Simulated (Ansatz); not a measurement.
Start from HfO$_{2}$ (space group P4_2/nmc, No. 137; a = 3.5671 Å, c = 5.1660 Å). Axes: x, y, z lie along a, b, c of the conventional cell.

Calculations: Ansatz (a first-principles code), PBEsol, PAW, cutoff 420 eV, no spin-orbit coupling.

It is then changed as follows: tensor shear ε_xy = −0.91 % (engineering shear γ = -0.0182); the atoms relax in the strained cell.

Task: Predict the stress tensor and what it implies for the stiffness.

Result: Stress of the strained cell less that of the base (GPa, compression positive):
```
   0.01    3.26    0.00
   3.26    0.01    0.00
   0.00    0.00    0.04
```

Then −Δσ/γ with γ = 2ε = -0.0182 gives relaxed-ion elastic constants: C66 ≈ 179 GPa.

Whether these cells are dynamically stable was not tested. This is not the structure that HfO2 has at room temperature and ambient pressure.
